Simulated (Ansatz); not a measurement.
# In₂O₃ (Pbcn, No. 60, 20 atoms in the cell; start mp-1105681; a measured phase of this formula has another space group)

Calculation: r²SCAN (Ansatz, an electronic-structure program, plane waves, PAW).

Settings: plane-wave cutoff 560 eV, 4×6×6 k mesh (along the axes of the cell as run), Fermi–Dirac smearing 0.01 eV, scalar-relativistic PAW data made under PBE.

Cell (relaxed at this level):

In$_{2}$O$_{3}$ is taken in the orthorhombic space group Pbcn (No. 60), Pearson symbol oP20. Conventional cell: a = 7.974 Å, b = 5.516 Å, c = 5.611 Å, α = 90.00°, β = 90.00°, γ = 90.00°. In on 8d is surrounded by 6 O at 2.135–2.298 Å. O1 on 8d is coordinated by 4 In at 2.152–2.298 Å. O2 on 4c has 4 In at 2.135–2.222 Å. (Neighbours: up to the widest gap in distance over summed covalent radii, below 1.35, at either atom; cation-cation and far metal-metal contacts left out.)

```
Quantity   Result
--------  -------
band gap  1.58 eV
```

Spin–orbit coupling is not included.

The computed numbers hold no vibrational or temperature effects.

A start named mp-… is a Materials Project structure, which need not be a measured phase.
